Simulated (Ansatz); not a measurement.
Defect migration in ferroelectric LiNbO3: Li vacancy, charge state -1. Method: PBE, PAW (plane waves to 420 eV; Ansatz, a first-principles code).

Cell of 120 host sites held at the relaxed PBE lattice; the Γ point alone; Fermi-Dirac width 0.01 eV, spin-restricted; finite-size errors left in. Static, classical nuclei. The charge state is imposed; whether it is stable for some Fermi level was not computed. Forms of the defect that were not tried may lie lower.

Barriers: single points on a 2×2×2 k-point mesh shifted by half a step along c at the bands' geometries.

The step: a nearby Li atom hops onto the vacant site. Atoms about the jump, Cartesian Å from the middle of the jump, before and after:

| atom | x0 | y0 | z0 | x1 | y1 | z1 |
|---|---|---|---|---|---|---|
| Li1 | 1.32 | 0.75 | -1.16 | -1.32 | -0.75 | 1.16 |
| O2 | -0.63 | 0.73 | -0.50 | -0.77 | 0.67 | -0.39 |
| O3 | 0.76 | -0.83 | 1.94 | 0.65 | -0.80 | 1.92 |
| O4 | -0.35 | -2.08 | -0.50 | -0.35 | -2.03 | -0.43 |
| O5 | 0.28 | 2.05 | 1.91 | 0.28 | 2.07 | 1.92 |
| O6 | 2.29 | -0.93 | -0.42 | 2.39 | -1.00 | -0.39 |
| Nb7 | 1.23 | -2.23 | 0.46 | 1.31 | -2.24 | 0.46 |
| Nb8 | 1.30 | 0.73 | 2.79 | 1.29 | 0.75 | 2.78 |
| Nb9 | -1.29 | 2.19 | 0.46 | -1.30 | 2.23 | 0.46 |
| Nb10 | -1.30 | -0.75 | -1.86 | -1.24 | -0.73 | -1.88 |
| O11 | -2.27 | 1.07 | 1.94 | -2.25 | 0.97 | 1.95 |

Task: Predict the transition state.

Result: 
| atom | x | y | z |
|---|---|---|---|
| Li1 | 0.13 | -0.02 | 0.55 |
| O2 | -0.87 | 0.85 | -0.59 |
| O3 | 0.84 | -0.84 | 2.02 |
| O4 | -0.25 | -1.86 | -0.40 |
| O5 | 0.28 | 1.91 | 1.81 |
| O6 | 2.38 | -0.99 | -0.33 |
| Nb7 | 1.36 | -2.33 | 0.49 |
| Nb8 | 1.36 | 0.76 | 2.87 |
| Nb9 | -1.40 | 2.32 | 0.44 |
| Nb10 | -1.30 | -0.73 | -1.91 |
| O11 | -2.28 | 1.06 | 1.92 |
It lies 1.12 eV above the start and 1.12 eV above the end. The saddle point's order was not checked.
